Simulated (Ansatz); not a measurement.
Total g(r) from a molecular-dynamics run [in the run: mean pressure 0.8 GPa against a target of 0; one k-point, which a denser mesh shifts by 0.0 GPa in pressure and 0.06 eV/Å in forces]. These are r2SCAN (plane waves, PAW; Ansatz, a first-principles code) values and carry that method's errors.

```
r (Å) | g(r)
     1.02 |  0.00
     1.14 |  0.01
     1.26 | ## 0.10
     1.38 | #### 0.22
     1.50 | ## 0.12
     1.62 | ### 0.16
     1.74 | #################### 1.01
     1.86 | ############################## 1.50
     1.98 | ####################### 1.17
     2.10 | ############### 0.75
     2.22 | ################ 0.81
     2.34 | ##################### 1.07
     2.46 | ####################### 1.15
     2.58 | ##################### 1.05
     2.70 | ################### 0.93
     2.82 | ################### 0.93
     2.94 | ################### 0.96
     3.06 | ################### 0.97
     3.18 | ##################### 1.07
     3.30 | ###################### 1.11
     3.42 | ###################### 1.11
     3.54 | ###################### 1.08
     3.66 | #################### 1.02
     3.78 | #################### 1.00
     3.90 | #################### 1.02
     4.02 | #################### 0.99
     4.14 | ################### 0.96
     4.26 | ################### 0.96
     4.38 | ################### 0.96
     4.50 | #################### 1.00
     4.62 | #################### 1.00
     4.74 | #################### 1.02
     4.86 | #################### 0.98
     4.98 | #################### 1.00
     5.10 | ################### 0.97
```

Problem. Which system gave this curve?
A) GaP (zinc blende), crystal, 296 K
B) Si3C, liquid, 2710 K (no melting point cited, so perhaps supercooled)
C) SiNi, liquid, 1719 K (no melting point cited, so perhaps supercooled)
D) Si, liquid, 1571 K (supercooled)

Solution. B, Si3C, liquid, 2710 K (no melting point cited, so perhaps supercooled)
